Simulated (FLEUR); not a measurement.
FLEUR run on MgNi3C (Pm-3m, 5 atoms in the cell): self-consistent single point.

Computed with LDA (Perdew-Zunger), all-electron FLAPW (FLEUR), scalar-relativistic valence in FLEUR.

The change in words: lattice scaled by 0.98. Reference geometry:
```
MgNi3C
1.0
    3.70186     0.00000     0.00000
    0.00000     3.70186     0.00000
    0.00000     0.00000     3.70186
Mg Ni C
1 3 1
Direct
  0.00000   0.00000   0.00000
  0.00000   0.50000   0.50000
  0.50000   0.00000   0.50000
  0.50000   0.50000   0.00000
  0.50000   0.50000   0.50000
```
Moments meant for the start (each program seeds them in its own way; μB, in the order of the atoms Mg Ni Ni Ni C): 0.0 2.0 2.0 2.0 0.0.

Reference input (self-consistent single point, DFT, LDA (Perdew-Zunger), all-electron FLAPW (FLEUR), scalar-relativistic valence): Kmax = 4.7 1/bohr; GmaxXC = 18.8 1/bohr; xcFunctional = pz; jspins = 2; l_soc = F; mode = gauss; fermiSmearingEnergy = 0.00734986 Htr; mesh (inpgen div1-3) = 9 9 9; inpgen gamma flag = false; Gmax = 18.8 1/bohr; numbands = 0; maxIterBroyd = 15. This run's input differs from it in these lines:

```diff
@@ -3,5 +3,5 @@
 &input film=f /
-3.7018640000 0.0000000000 0.0000000000
-0.0000000000 3.7018640000 0.0000000000
-0.0000000000 0.0000000000 3.7018640000
+3.6278270000 0.0000000000 0.0000000000
+0.0000000000 3.6278270000 0.0000000000
+0.0000000000 0.0000000000 3.6278270000
 1.8897261246
@@ -47,5 +47,5 @@
          <bravaisMatrix>
-            <row-1>    6.9955091105162541     0.0000000000000000     0.0000000000000000</row-1>
-            <row-2>    0.0000000000000000     6.9955091105162541     0.0000000000000000</row-2>
-            <row-3>    0.0000000000000000     0.0000000000000000     6.9955091105162541</row-3>
+            <row-1>    6.8555994574292436     0.0000000000000000     0.0000000000000000</row-1>
+            <row-2>    0.0000000000000000     6.8555994574292436     0.0000000000000000</row-2>
+            <row-3>    0.0000000000000000     0.0000000000000000     6.8555994574292436</row-3>
          </bravaisMatrix>
```

Log, with long lists cut:

```
 Iteration:     1   Distance:      43.78300056 me/bohr^3
 Iteration:     2   Distance:      42.31411378 me/bohr^3
 Iteration:     3   Distance:      32.86799064 me/bohr^3
 Iteration:     4   Distance:      31.57818287 me/bohr^3
 Iteration:     5   Distance:       7.45681207 me/bohr^3
   [... 20 lines left out ...]
 Iteration:    26   Distance:       0.00012750 me/bohr^3
 Iteration:    27   Distance:       0.00004483 me/bohr^3
 Iteration:    28   Distance:       0.00001731 me/bohr^3
 Iteration:    29   Distance:       0.00000390 me/bohr^3
 Run finished successfully
 Stop message:
   Structural relaxation: Done

[file out, last iteration]
             iter=     30
[...]
          total density-effective poten   -7.5887773507E+03
          total charge density-energy d   -2.0438407180E+02
 Updated energy parameters for spin:           1
 Updated energy parameters for spin:           2
[...]
 fermi energy and band-weighting factors:

[...]
FERMIE:
          first approx. to ef    (T=0)  :   0.418201 htr   (energy of the highest occ. eigenvalue)
          number of occ. states  (T=0)  :       2176
          first approx. to seigv (T=0)  : -35.692845 htr
          sum of weights of occ. states :  62.002743
          sum of semicore charge        :   0.000000 e
          fermi energy=   0.42017 har   work function= -11.43347 ev
   [... lines left out ...]
          total moment                 =     0.00000
 Direct bandgap for spin            1 :    6.6662108146959831E-003  Htr
 Direct bandgap for spin            2 :    6.6662107881891863E-003  Htr
   [... lines left out ...]
 at k-point           24  with k-vector   0.33333333333333331       0.11111111111111110        0.0000000000000000
          valence density: spin= 1
[...]
     l-like charge
     atom     s        p        d        f        total
 -->  1    1.23982  3.29739  0.10350  0.02338    4.67407
 -->  2    0.17264  3.19436  4.06540  0.01438    7.45106
 -->  3    0.25293  0.49579  0.00709  0.00065    0.75654
```

The run converged in 29 iterations. FLEUR gives forces in its relaxation mode, with a further iteration, so its stop message speaks of a relaxation. Against the reference run the total energy rises by 52.8 meV/atom.

The starting cell comes from a database of computed structures (which also holds hypothetical and non-ambient phases and stackings), without a prior relaxation at this level. Its lattice was rescaled by a random factor within 2.5 % of one. For this run, on top of that: lattice scaled by 0.98. The starting moments vanished: the run ended non-magnetic, which need not be the lowest state. Values depend on the basis (sphere radii, cutoffs, local orbitals), which need not be converged. The log's line on a gap gives a spacing of levels on this mesh, which the program prints for metals too.

Cost on one core of a shared machine: roughly 10 min.
